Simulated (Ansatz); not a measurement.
System: fluorite CoSi2. Method: PBE0-D3(BJ) (PAW; Ansatz, an electronic-structure program).

Run with plane-wave cutoff 460 eV, 10×10×10 k mesh, Fermi–Dirac smearing 0.05 eV, no spin polarisation, scalar-relativistic PAW data made under PBE.

Energies at three volumes about the minimum:

```
V (Å³/atom)  E − E_lowest (meV/atom)
-----------  -----------------------
11.683                          4.97
11.894                          0.00
12.283                          4.45
```

Fit a parabola by hand: where is the minimum, what lattice constant follows, and what is the bulk modulus?

Slopes: (0.00 − 4.97)/(11.894 − 11.683) = -23.555 and (4.45 − 0.00)/(12.283 − 11.894) = 11.440 meV/Å³. Curvature E″ = 2 × (11.440 − (-23.555))/(12.283 − 11.683) = 116.650 meV/Å⁶. From the middle of the first interval, the slope vanishes at V0 = 11.7885 − (-23.555)/116.650 = 11.990 Å³/atom. B = V0 E″ = 11.990 × 116.650 meV/Å³ × 0.1602 GPa per meV/Å³ = 224 GPa. With 12 atoms in the cube, a = (12 × 11.990)^(1/3) = 5.240 Å. The full Birch–Murnaghan fit to all volumes gives V0 = 11.984 Å³/atom and B0 = 222 GPa.

Measured, for comparison: lattice constant a 5.365 Å (room temperature, not corrected to a static lattice; as tabulated in Hegde and Bowen (2014), arXiv:1405.1317).

Note: the run has no spin polarisation, so it can have missed a magnetic state.
